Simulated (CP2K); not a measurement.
CP2K run on Zr3Sn (Pm-3n, 8 atoms in the cell): self-consistent single point.

Method of the run: LDA (Pade form), GPW, DZVP-MOLOPT-SR-GTH basis, GTH-PADE potentials (GTH_POTENTIALS) run with CP2K.

The change in words: lattice scaled by 0.98. Reference geometry:
```
Zr3Sn
1.0
    5.57671     0.00000     0.00000
    0.00000     5.57671     0.00000
    0.00000     0.00000     5.57671
Zr Sn
6 2
Direct
  0.50000   0.25000   0.00000
  0.50000   0.75000   0.00000
  0.25000   0.00000   0.50000
  0.75000   0.00000   0.50000
  0.00000   0.50000   0.25000
  0.00000   0.50000   0.75000
  0.50000   0.50000   0.50000
  0.00000   0.00000   0.00000
```

Reference input (self-consistent single point, DFT LDA (Pade form), GPW, DZVP-MOLOPT-SR-GTH basis, GTH-PADE potentials (GTH_POTENTIALS)): CUTOFF = 500 Ry; REL_CUTOFF = 50 Ry; SMEAR/METHOD = FERMI_DIRAC; ELECTRONIC_TEMPERATURE = 1160.45 K; KPOINTS/SCHEME = MONKHORST-PACK 5 5 5; XC_FUNCTIONAL = PADE; Zr/BASIS_SET = DZVP-MOLOPT-SR-GTH; Zr/POTENTIAL = GTH-PADE-q12; Sn/BASIS_SET = DZVP-MOLOPT-SR-GTH; Sn/POTENTIAL = GTH-PADE-q4; METHOD = GPW; EPS_DEFAULT = 1e-10. This run's input differs from it in these lines:

```diff
@@ -63,5 +63,5 @@
     &CELL
-      A 5.57671400 0.00000000 0.00000000
-      B 0.00000000 5.57671400 0.00000000
-      C 0.00000000 0.00000000 5.57671400
+      A 5.46518000 0.00000000 0.00000000
+      B 0.00000000 5.46518000 0.00000000
+      C 0.00000000 0.00000000 5.46518000
       PERIODIC XYZ
```

Output, abridged:

```
 SCF WAVEFUNCTION OPTIMIZATION

  Step     Update method      Time    Convergence         Total energy    Change
     1 NoMix/Diag. 0.30E+00      -     1.70459132      -293.3170799192 -2.93E+02
     2 Broy./Diag. 0.30E+00      -     0.02475990      -292.6373422468  6.80E-01
     3 Broy./Diag. 0.30E+00      -     0.04603840      -291.0172651110  1.62E+00
     4 Broy./Diag. 0.30E+00      -     0.01148070      -290.3790098841  6.38E-01
     5 Broy./Diag. 0.30E+00      -     0.00612055      -290.3770376335  1.97E-03
     6 Broy./Diag. 0.30E+00      -     0.00052520      -290.3895200032 -1.25E-02
   [... 3 lines left out ...]
    10 Broy./Diag. 0.30E+00      -     0.00000571      -290.3889799938  1.76E-04
    11 Broy./Diag. 0.30E+00      -     0.00000073      -290.3890767135 -9.67E-05
    12 Broy./Diag. 0.30E+00      -     0.00000037      -290.3890834283 -6.71E-06
    13 Broy./Diag. 0.30E+00      -     0.00000003      -290.3890799593  3.47E-06
  *** SCF run converged in    13 steps ***

  Overlap energy of the core charge distribution:               0.00000000001100
  Self energy of the core charge distribution:               -533.49497177534988
  Core Hamiltonian energy:                                    118.06839269664152
  Hartree energy:                                             162.76896637111651
  Exchange-correlation energy:                                -37.71987890395689
  Electronic entropic energy:                                  -0.01158834789808
  Fermi energy:                                                 0.41816837081856

  Total energy:                                              -290.38907995931908
  Total energy (extrapolated to T->0):                       -290.38328578537005

   [... lines left out ...]

 STRESS| Analytical stress tensor [bar]
 STRESS|                        x                   y                   z
 STRESS|      x        3.64165611302E+04  -1.19131013950E-05  -5.00630179741E-03
 STRESS|      y       -1.19131013950E-05   3.64166754935E+04  -4.98027860556E-03
 STRESS|      z       -5.00630179741E-03  -4.98027860556E-03   3.64167210714E+04
 STRESS| 1/3 Trace                                             3.64166525650E+04
```

The run converged in 13 iterations. Against the reference run the free energy hardly moves (within 1 meV/atom) and the pressure goes from -3.44 to 3.64 GPa.

The starting cell comes from a database of computed structures (which also holds hypothetical and non-ambient phases and stackings), without a prior relaxation at this level. Its lattice was rescaled by a random factor within 2.5 % of one. For this run, on top of that: lattice scaled by 0.98. Values carry the incompleteness of an atom-centred basis. With a pressure of about 4 GPa the cell is away from its equilibrium volume at this level.

Cost on one core of a shared machine: roughly 3 min.
